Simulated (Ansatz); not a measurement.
```yaml
crystal:
  lattice:
    - [0.00000, 2.69580, 2.69580]
    - [2.69580, 0.00000, 2.69580]
    - [2.69580, 2.69580, 0.00000]
  atoms:
    - { symbol: P, position: [0.25000, 0.25000, 0.25000] }
    - { symbol: Ga, position: [0.00000, 0.00000, 0.00000] }
```

Dynamical quadrupoles are not included in the interpolation of the phonons between the solved wave vectors. Unless called populations, κ holds the coherence term between modes besides the Boltzmann populations.

Question: Estimate the lattice thermal conductivity at 300 K from the linearised phonon Boltzmann equation (three-phonon plus isotope scattering), DFT at the LDA level (Ansatz, a program for electronic structure) (third-order constants from a 54-atom supercell out to 4.9 Å, harmonic mesh 6×6×6, k mesh 6×6×6, scattering mesh 17×17×17).

Answer: κ = 140 W/(m K). The result is for a perfect infinite crystal and omits four-phonon processes.

Computed at 300 K against measurement: lattice thermal conductivity 142 computed, 100 measured W/(m K) (+42 %; Cormac Toher, Corey Oses, Jose J. Plata et al., Physical Review Materials (2017), arXiv:1611.05714).  

The PAW data sets were generated under PBE and serve the other functionals too.
